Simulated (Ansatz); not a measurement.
## Ge3N4, response to strain

Start from Ge3N4 (space group P6_3/m, No. 176; a = 8.057 Å, c = 3.085 Å). Axes: x lies along a and z along c of the hexagonal cell.

Strains are applied to the cell and any free atomic positions relax; under biaxial strain the out-of-plane vector relaxes too; under stress the whole cell relaxes.

All numbers come from PBEsol, PAW, 420 eV (Ansatz, a program for electronic structure; no SOC).

Notes on the quantities. pressure: mean of the normal stresses, compression positive.

| change | pressure | band gap | shortest interatomic distance |
|---|---|---|---|
| base | 0.1 kbar | 2.09 eV | 1.835 Å |
| biaxial strain −0.59 %, plane normal [001], relaxed out of plane | 16.2 kbar | 2.21 eV | 1.828 Å |
| biaxial strain +0.75 %, plane normal [001], relaxed out of plane | -20.0 kbar | 1.92 eV | 1.843 Å |
| uniaxial strain ε_xx = +0.66 % | -11.8 kbar | 2.01 eV | 1.839 Å |
| uniaxial stress, 3 GPa compression along x | – | 2.15 eV | 1.829 Å |

Beyond what the load breaks, stability against distortions was not tested.
